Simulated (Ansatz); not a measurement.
## A constructed model of the (111)A surface of zinc-blende AlAs, Al-terminated, 2x2 In adatom at H3 (bottom of the slab: 3 H on 4 bottom sites)

Calculation: PBE (plane waves to 420 eV, PAW; Ansatz, a program for electronic structure).

Model: 36-atom slab, 13.7 Å thick at the start with caps and adatoms (thin: gaps and levels are the slab's own), 3x3x1 mesh, Fermi-Dirac 0.025 eV, dipole correction, 8 atoms held, the rest relaxed; symmetry of the start imposed; no spin, no spin-orbit, no U. In PBE it lies 0.03 eV a 1x1 cell over the lowest computed structure of the same composition (2x2 In adatom at T4).

```json
{
 "gap_of_the_slab_on_its_k_mesh": "0.29 eV",
 "highest_filled_level_below_the_top_vacuum_level": "4.11 eV",
 "energy_released_by_relaxation": "1.54 eV",
 "cost": "about 18 core-minutes (a rough figure)"
}
```
